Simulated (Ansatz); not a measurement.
The reference is Cu in the fcc (Cu type) structure (space group Fm-3m, No. 225; a = 3.564 Å; relaxed with 0.1 eV smearing). Axes: x, y, z lie along the cube axes.

All numbers come from PBEsol (Ansatz, a quantum-chemistry and plane-wave program; PAW; 420 eV plane waves; scalar-relativistic without spin-orbit coupling).

Base values:

| Quantity | Result |
|---|---|
| Shortest interatomic distance | 2.520 Å |

Modification: tensor shear ε_xy = +2.00 % (engineering shear γ = 0.0400), atoms relaxed at fixed cell.

Estimate the effect on the energy relative to the base, shortest interatomic distance and stress.

The energy rises by 5.4 meV/atom; the shortest interatomic distance decreases by 0.050 Å (2.520 Å → 2.470 Å); the stress (xx, yy, zz, yz, xz, xy; compression positive) amounts to (0.5, 0.5, -0.1, 0.0, 0.0, -3.8) GPa.

The cells carry an imposed strain or load. No phonon test of stability was made. The final runs are not spin-polarised.
